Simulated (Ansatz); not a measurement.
The reference is ZnO in the wurtzite structure (space group P6_3mc, No. 186).

```yaml
crystal:
  lattice:
    - [3.27948, 0.00000, 0.00000]
    - [-1.63974, 2.84011, 0.00000]
    - [0.00000, 0.00000, 5.29371]
  atoms:
    - { symbol: Zn, position: [0.33333, 0.66667, 0.00146] }
    - { symbol: Zn, position: [0.66667, 0.33333, 0.50146] }
    - { symbol: O, position: [0.33333, 0.66667, 0.38054] }
    - { symbol: O, position: [0.66667, 0.33333, 0.88054] }
```

Calculations: PBE, PAW, 420 eV (Ansatz, a quantum-chemistry and plane-wave program; scalar-relativistic without spin-orbit coupling).

Base values:

```
Item        Result
--------  --------
Band gap   0.74 eV
Pressure  0.00 GPa
```

Modification: the cell is scaled by 1.0180 in all directions, atoms relaxed at fixed cell.

### Question
What does the calculation give for the energy relative to the base after the change?

### Answer
The energy goes up by 14 meV/atom.

### Question
How does this affect the band gap?

### Answer
The band gap shrinks by 0.08 eV (0.74 eV → 0.66 eV).

### Question
What does the calculation give for the pressure after the change?

### Answer
The pressure (mean of the normal stresses, compression positive) goes from zero to -6.13 GPa.

The cells carry an imposed strain or load. Gaps are Kohn–Sham eigenvalue differences; semilocal functionals usually give less than the measured gap. No phonon test of stability was made.
